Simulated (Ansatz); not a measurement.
## Zr: isotropic strain −2.50 %

The reference is Zr in the hcp (Mg type) structure (space group P6_3/mmc, No. 194; a = 3.244 Å, c = 5.158 Å; relaxed with 0.1 eV smearing).

Perturbation: every lattice vector is shortened by 2.50 %, atoms relaxed at fixed cell.

Level of theory: r2SCAN/PAW in Ansatz (a program for electronic structure), no spin-orbit coupling. Γ-centred 20×20×11 mesh, Fermi–Dirac width 0.1 eV.

The volume per atom shrinks by 1.72 Å³, from 23.51 Å³ to 21.79 Å³ and the shortest interatomic distance decreases by 7.97 pm, from 318.7 pm to 310.8 pm. The energy increases by 42 meV/atom and the pressure (mean of the normal stresses, compression positive) goes from zero to 8.1 GPa. The band gap stays zero.

No phonon test of stability was made. The final runs are not spin-polarised.
